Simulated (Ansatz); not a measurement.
# Ca in the fcc (Cu type) structure (space group Fm-3m, No. 225)

Ca is taken in the cubic space group Fm-3m (No. 225), the fcc (Cu type) structure, Pearson symbol cF4. Conventional cell: a = 5.4552 Å, b = 5.4552 Å, c = 5.4552 Å, α = 90.00°, β = 90.00°, γ = 90.00°. Ca on 4a is coordinated by 12 Ca at 3.857 Å (cuboctahedral). (Neighbours: up to the widest gap in distance over summed covalent radii, below 1.35, at either atom.)
(The calculation used a cell of 1 atom; values per cell refer to that cell.)

Method: DFT with PBEsol, PAW potentials and a 420 eV plane-wave cutoff in Ansatz (a first-principles code), spin-orbit coupling left out. Settings: 15×15×15 k-points, 0.05 eV Fermi–Dirac smearing.

```json
{
 "volume_per_atom": "40.59 Å³",
 "density": "1.64 g/cm³",
 "band_gap": "zero",
 "total_energy": "-1793.732 eV/atom (σ→0; compares only within this code and set-up)"
}
```

Whether these cells are dynamically stable was not tested.
